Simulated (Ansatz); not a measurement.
CsCl-type CoGa was calculated with PBE in Ansatz (PAW).

Numerical settings: plane-wave cutoff 520 eV, 20×20×20 k mesh, Fermi–Dirac smearing 0.05 eV, no spin polarisation, scalar-relativistic PAW data made under PBE.

Energies at three volumes about the minimum:

```json
[
 {"V (Å³/atom)": "11.724", "E − E_lowest (meV/atom)": "2.74"},
 {"V (Å³/atom)": "11.963", "E − E_lowest (meV/atom)": "0.00"},
 {"V (Å³/atom)": "12.202", "E − E_lowest (meV/atom)": "2.54"}
]
```

Question: Fit a parabola by hand: where is the minimum, what lattice constant follows, and what is the bulk modulus?

Answer: Slopes: (0.00 − 2.74)/(11.963 − 11.724) = -11.464 and (2.54 − 0.00)/(12.202 − 11.963) = 10.628 meV/Å³. Curvature E″ = 2 × (10.628 − (-11.464))/(12.202 − 11.724) = 92.435 meV/Å⁶. From the middle of the first interval, the slope vanishes at V0 = 11.8435 − (-11.464)/92.435 = 11.968 Å³/atom. B = V0 E″ = 11.968 × 92.435 meV/Å³ × 0.1602 GPa per meV/Å³ = 177 GPa. With 2 atoms in the cube, a = (2 × 11.968)^(1/3) = 2.882 Å. The full Birch–Murnaghan fit to all volumes gives V0 = 11.963 Å³/atom and B0 = 177 GPa.

Measured, for comparison: lattice constant a 2.878 Å (temperature not stated, copied from a table, unchecked, not corrected to a static lattice; as tabulated in Monatshefte fuer Chemie und verwandte Teile anderer Wissenschaften 123, 509 (1992)).

Ansatz is an electronic-structure program.
